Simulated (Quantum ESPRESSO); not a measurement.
**Several settings converged on BaAl₂ (R3m, 6 atoms in the cell)**

```
CELL_PARAMETERS angstrom
      3.00077    -1.73250     4.90024
      0.00000     3.46500     4.90024
     -3.00077    -1.73250     4.90024
ATOMIC_POSITIONS crystal
  Ba 0.50340 0.50340 0.50340
  Ba 0.75000 0.75000 0.75000
  Al 0.12500 0.12500 0.12500
  Al 0.62500 0.12500 0.12500
  Al 0.12500 0.12500 0.62500
  Al 0.12500 0.62500 0.12500
```

Base method: PBEsol, GBRV 1.5 ultrasoft (PBESOL) pseudopotentials (plane waves; Quantum ESPRESSO).

Base settings: ecutwfc = 40 Ry; ecutrho = 200 Ry; occupations = smearing; smearing = gaussian; degauss = 0.0073499 Ry; potentials = {Ba: ba_pbesol_v1.uspp.F.UPF, Al: al_pbesol_v1.uspp.F.UPF}; K_POINTS = automatic 3 3 3 0 0 0; conv_thr = 1e-09 Ry.

The count of work is k-points × plane waves × bands × iterations; it is no time. 

**Shifted k-point meshes**

Only quantities that move along the ladder and can be compared are tabulated.

```tsv
K_POINTS	free energy less the last step's (meV/atom)	pressure (GPa)	largest difference of a force vector from the last step's (eV/Å)	count of work / last
automatic 1 1 1 1 1 1	234.01	-3.08	2.940	0.0047
automatic 3 3 3 1 1 1	-2.31	-1.45	0.227	0.026
automatic 5 5 5 1 1 1	-0.09	-1.41	0.034	0.074
automatic 13 13 13 1 1 1	0.00	-1.38	0.000	1.0
```

Coarsest K_POINTS that holds the pressure within 0.2 GPa of the last step, with all finer ones: automatic 3 3 3 1 1 1, at 0.026 of the last step's count of work; the step before is off by 1.7 GPa.

Coarsest K_POINTS that holds the forces within 0.02 eV/Å: not settled: the last two steps still differ by 0.034 eV/Å, over half the tolerance, so the ladder does not show it.

Coarsest K_POINTS that holds the free energy within 0.5 meV/atom of the last step, with all finer ones: automatic 5 5 5 1 1 1, at 0.074 of the last step's count of work; the step before is off by 2.3 meV/atom.

**The SCF threshold**

The mesh stays at the base's, so the ladder's end is converged at best in this setting alone.

Only quantities that move along the ladder and can be compared are tabulated.

```tsv
conv_thr	free energy less the last step's (meV/atom)	pressure (GPa)	largest difference of a force vector from the last step's (eV/Å)	count of work / last
0.0073 Ry	4.99	-2.65	0.098	0.14
7.3e-05 Ry	0.01	-1.97	0.008	0.36
1e-09 Ry	0.00	-2.00	0.000	0.64
7.3e-14 Ry	0.00	-2.00	0.000	1.0
```

Coarsest conv_thr that holds the free energy within 0.5 meV/atom of the last step, with all finer ones: 7.3e-05 Ry, at 0.36 of the last step's count of work; the step before is off by 5.0 meV/atom.

Coarsest conv_thr that holds the pressure within 0.1 GPa of the last step, with all finer ones: 7.3e-05 Ry, at 0.36 of the last step's count of work; the step before is off by 0.65 GPa.

Coarsest conv_thr that holds the forces within 0.005 eV/Å of the last step, with all finer ones: 1e-09 Ry; the step before is off by 0.008 eV/Å.

On the base run: the starting cell comes from a database of computed structures (which also holds hypothetical and non-ambient phases and stackings), without a prior relaxation at this level. Its lattice was rescaled by up to half a per cent. One atom was moved a little off its site on purpose. Without a gap this mesh is coarse (it stands for a supercell whose shortest vector is 18 Å).
